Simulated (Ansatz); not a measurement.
Start from Zr in the hcp (Mg type) structure (space group P6_3/mmc, No. 194; relaxed with 0.1 eV smearing).

```
CELL_PARAMETERS angstrom
      3.14377     0.00000     0.00000
     -1.57189     2.72259     0.00000
      0.00000     0.00000     5.09284
ATOMIC_POSITIONS crystal
  Zr 0.66667 0.33333 0.75000
  Zr 0.33333 0.66667 0.25000
```

Method: LDA (Ansatz, a program for electronic structure), scalar-relativistic without spin-orbit coupling.

Before the change:

```
Item        Value
--------  -------
Pressure  0.0 GPa
Band gap     zero
```

One thing is altered: an isotropic linear strain of −1.50 %; the atoms relax in the strained cell.

Question: How does this affect the energy relative to the base?

Answer: The energy rises by 15 meV/atom.

Question: What happens to the pressure?

Answer: The pressure (mean of the normal stresses, compression positive) goes from zero to 5.1 GPa.

Question: Predict the new band gap.

Answer: The band gap stays zero.

No phonon test of stability was made. All final runs are without spin polarisation.
